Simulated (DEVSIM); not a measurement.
Structure: Pd/SiO2/p-Ge capacitor, at 300 K.

```tsv
layer (left to right)	material	thickness (nm)	Na (cm⁻³)
1	SiO2	11.0	-
2	Ge	9400	8e14
```

Metal gate on the left, work function 5.2 eV. Fixed charge at the semiconductor interface 0 cm⁻² (in units of +e); interface traps 1.3e11 cm⁻² eV⁻¹, uniform in energy, neutral level at 0.3 of the gap above the valence band.

The device is made up for the run: typed textbook-type constants, with dimensions and the other settings drawn at random. Values at 300 K.

```tsv
parameter	SiO2	Ge
gap (eV)	9	0.664
affinity (eV)	0.9	4
permittivity	3.9	16
Nc (cm⁻³)	-	1.04e19
Nv (cm⁻³)	-	6e18
```

Model (solved in DEVSIM): 1D Poisson equation in equilibrium, Boltzmann statistics, complete ionisation; no quantum confinement or tunnelling. Metal contacts follow the ideal Schottky-Mott rule: no Fermi-level pinning, no interface dipoles.

Question: Give the band bending (positive: bands bend down) and minority sheet density.

Answer: 
```json
[
 {"Vg (V)": "-0.2", "ψs (V)": "-0.223", "minority carriers (cm⁻²)": "5.0e8"},
 {"Vg (V)": "-0.05", "ψs (V)": "-0.212", "minority carriers (cm⁻²)": "5.0e8"},
 {"Vg (V)": "0.1", "ψs (V)": "-0.199", "minority carriers (cm⁻²)": "5.0e8"},
 {"Vg (V)": "0.25", "ψs (V)": "-0.181", "minority carriers (cm⁻²)": "5.0e8"},
 {"Vg (V)": "0.4", "ψs (V)": "-0.157", "minority carriers (cm⁻²)": "5.0e8"},
 {"Vg (V)": "0.55", "ψs (V)": "-0.118", "minority carriers (cm⁻²)": "5.0e8"},
 {"Vg (V)": "0.7", "ψs (V)": "-0.047", "minority carriers (cm⁻²)": "5.0e8"},
 {"Vg (V)": "0.85", "ψs (V)": "0.065", "minority carriers (cm⁻²)": "5.8e8"},
 {"Vg (V)": "1", "ψs (V)": "0.192", "minority carriers (cm⁻²)": "5.0e9"},
 {"Vg (V)": "1.15", "ψs (V)": "0.288", "minority carriers (cm⁻²)": "8.9e10"},
 {"Vg (V)": "1.3", "ψs (V)": "0.336", "minority carriers (cm⁻²)": "2.8e11"},
 {"Vg (V)": "1.45", "ψs (V)": "0.364", "minority carriers (cm⁻²)": "5.2e11"},
 {"Vg (V)": "1.6", "ψs (V)": "0.383", "minority carriers (cm⁻²)": "7.7e11"},
 {"Vg (V)": "1.75", "ψs (V)": "0.397", "minority carriers (cm⁻²)": "1.0e12"},
 {"Vg (V)": "1.9", "ψs (V)": "0.409", "minority carriers (cm⁻²)": "1.3e12"},
 {"Vg (V)": "2.05", "ψs (V)": "0.418", "minority carriers (cm⁻²)": "1.6e12"},
 {"Vg (V)": "2.2", "ψs (V)": "0.426", "minority carriers (cm⁻²)": "1.9e12"}
]
```
